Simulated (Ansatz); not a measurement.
# Hypothetical NiAs type KI: response to strain

The reference is KI in the NiAs type structure (space group P6_3/mmc, No. 194; a = 4.838 Å, c = 8.507 Å; a hypothetical phase, not in the database extracts checked). Axes: x lies along a and z along c of the hexagonal cell.

Strains are applied to the cell and any free atomic positions relax; under biaxial strain the out-of-plane vector relaxes too; under stress the whole cell relaxes.

All numbers come from PBEsol, PAW, 420 eV (Ansatz, an electronic-structure program; no spin-orbit coupling).

Notes on the quantities. pressure: mean of the normal stresses, compression positive.

| change | shortest interatomic distance | pressure |
|---|---|---|
| base | 3.511 Å | 0.0 kbar |
| biaxial strain +0.37 %, plane normal [001], relaxed out of plane | 3.516 Å | -0.5 kbar |
| biaxial strain +0.72 %, plane normal [001], relaxed out of plane | 3.520 Å | -1.0 kbar |
| biaxial strain +2.56 %, plane normal [001], relaxed out of plane | 3.545 Å | -3.3 kbar |
| isotropic strain −2.85 % | 3.411 Å | 13.1 kbar |
| uniaxial strain ε_xx = −1.12 % | 3.497 Å | 1.3 kbar |
| uniaxial strain ε_xx = +3.34 % | 3.537 Å | -3.6 kbar |
| uniaxial strain ε_yy = +4.43 % | 3.552 Å | -4.6 kbar |
| tensor shear ε_xy = −0.20 % | 3.507 Å | 0.0 kbar |
| uniaxial stress, 1 GPa tension along x | 3.500 Å | – |

Stability under load was not tested beyond the relaxation.
